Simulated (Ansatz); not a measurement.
Start from Sn in the diamond structure (space group Fd-3m, No. 227; a = 6.566 Å). Axes: x, y, z lie along the cube axes.

Computed with Ansatz (a quantum-chemistry and plane-wave program) r2SCAN, no spin-orbit coupling.

For the base:

```
Quantity   Result
--------  -------
Pressure  0.0 GPa
```

The change: compressive biaxial strain of 2.00 % in the plane normal to [001], as in epitaxy on a mismatched substrate; the out-of-plane cell vector and the atoms relax.

Predict the new energy relative to the base.

The energy rises by 6.4 meV/atom.

What happens to the pressure?

The pressure (mean of the normal stresses, compression positive) goes from zero to 1.0 GPa.

Stability against distortions was not tested.
